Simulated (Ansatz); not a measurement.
A self-consistent single point of FeAl (P4mm, 2 atoms in the cell) with Ansatz (a first-principles code).

Computed with LDA (PW92), harder PAW files (source: ansatz) made with PBE (plane waves; Ansatz).

```
CELL_PARAMETERS angstrom
      2.91873     0.00000     0.00000
      0.00000     2.91873     0.00000
      0.00000     0.00000     2.91873
ATOMIC_POSITIONS crystal
  Al 0.50000 0.50000 0.51713
  Fe 0.00000 0.00000 0.00000
```

Reference input (self-consistent single point, DFT, LDA (PW92), plane waves, default PAW files made with PBE): basis.ecutwfc = 420 eV; kpoints.mp_grid.grid = 11 11 11; hamiltonian.xc = lda; hamiltonian.pseudopotentials = {kind: paw} (the program's default PAW files); scf.occupations.method = fermi_dirac; scf.occupations.width = 0.1 eV. This run's input differs from it in these lines:

Ansatz 0.2 input:
```diff
@@ -9,3 +9,3 @@
 basis:
-  ecutwfc: 420.0 eV
+  ecutwfc: 900.0 eV
 kpoints:
@@ -14,3 +14,3 @@
   xc: lda
-  pseudopotentials: { kind: paw }
+  pseudopotentials: { kind: paw, source: ansatz }
 scf:
```

Log, with long lists cut:

```
SCF iter   1: F=—  HF=-6829.178003 eV  |F-HF|=—  |Δ(HF+E_count)|=         —  Δρ=4.26e-2  dr2=2.71e-1  ethr=3.10e-3  ⟨swp⟩=6.0  Hψ=11732  notcnv=0
all-band conjugate gradients solve this SCF's bands
preconditioner: auto → none
SCF iter   2: F=—  HF=-6829.137358 eV  |F-HF|=—  |Δ(HF+E_count)|=   4.06e-2  Δρ=2.94e-2  dr2=2.54e-1  ethr=1.00e-3  ⟨swp⟩=2.5  Hψ=4205  notcnv=0
SCF iter   3: F=—  HF=-6829.075410 eV  |F-HF|=—  |Δ(HF+E_count)|=   6.19e-2  Δρ=6.80e-3  dr2=5.59e-3  ethr=9.40e-4  ⟨swp⟩=2.9  Hψ=3758  notcnv=0
SCF iter   4: F=—  HF=-6829.074684 eV  |F-HF|=—  |Δ(HF+E_count)|=   7.27e-4  Δρ=1.10e-3  dr2=2.21e-4  ethr=2.07e-5  ⟨swp⟩=2.2  Hψ=4493  notcnv=0
SCF iter   5: F=—  HF=-6829.074661 eV  |F-HF|=—  |Δ(HF+E_count)|=   2.31e-5  Δρ=1.93e-4  dr2=8.78e-6  ethr=8.18e-7  ⟨swp⟩=2.1  Hψ=3047  notcnv=0
SCF iter   6: F=—  HF=-6829.074660 eV  |F-HF|=—  |Δ(HF+E_count)|=   1.22e-6  Δρ=5.49e-5  dr2=2.95e-7  ethr=3.25e-8  ⟨swp⟩=2.0  Hψ=2979  notcnv=0
SCF iter   7: F=-6829.074660 eV  HF=-6829.074660 eV  |F-HF|=2.29e-8  |Δ(HF+E_count)|=   7.93e-9  Δρ=1.63e-5  dr2=2.29e-8  ethr=3.70e-10  ⟨swp⟩=7.0  Hψ=10924  notcnv=0
SCF 1 converged in 7 iterations: F = -6829.074660 eV  dr2 = 2.29e-8
Free energy (F): -6829.074660 eV
Internal energy: -6828.975734 eV  (E = F + TS)
E sigma→0 (E₀):  -6829.025197 eV
Entropy (-TS):   -0.098925 eV (-49.463 meV/atom)
Fermi energy:    14.476738 eV
--- Forces (eV/Å), atoms counted from 1 ---
  atom   1  Al     0.00000000     0.00000000    -0.29966883
  atom   2  Fe     0.00000000     0.00000000     0.29966001
--- Stress (GPa, compression-positive) ---
      -17.832927       0.000000       0.000000
        0.000000     -17.832927       0.000000
        0.000000       0.000000     -17.958106
  P = ⅓ Tr σ = -17.8747 GPa (-178.747 kbar)
  The stress holds the Pulay correction. Without it, at fixed plane waves, as pw.x and ABINIT print it: P = -17.8950 GPa
```

The run converged in 7 iterations. Against the reference run the pressure moves little (-17.84 to -17.87 GPa) and the largest force stays at 0.300 eV/Å.

The starting cell has typed, rounded lattice constants, without a prior relaxation at this level. Its lattice was rescaled by up to half a per cent. One atom was moved a little off its site on purpose. Spin polarisation is off. Ansatz's pressure includes its estimate of the finite-basis (Pulay) stress.
